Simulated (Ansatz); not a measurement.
Consider YP in the zinc blende structure (space group F-43m, No. 216; a = 6.289 Å; a hypothetical phase, not in the database extracts checked). Axes: x, y, z lie along the cube axes.

All numbers come from DFT with r2SCAN, PAW potentials and a 500 eV plane-wave cutoff in Ansatz (an electronic-structure program), spin-orbit coupling left out.

For the base:

The pressure comes out as 0.00 GPa and the volume per atom is 31.09 Å³.

Perturbation: biaxial strain +0.30 %, plane normal [110], relaxed out of plane (Cartesian); in-plane vectors clamped, the third vector and the atoms free.

Q: What happens to the pressure?

A: The pressure (mean of the normal stresses, compression positive) goes from zero to -0.12 GPa.

Q: What happens to the volume per atom?

A: The volume per atom goes up by 0.06 Å³ (31.09 Å³ → 31.15 Å³).

A biaxial case was relaxed in a doubled cell and then solved in the primitive one. Stability against distortions was not tested.
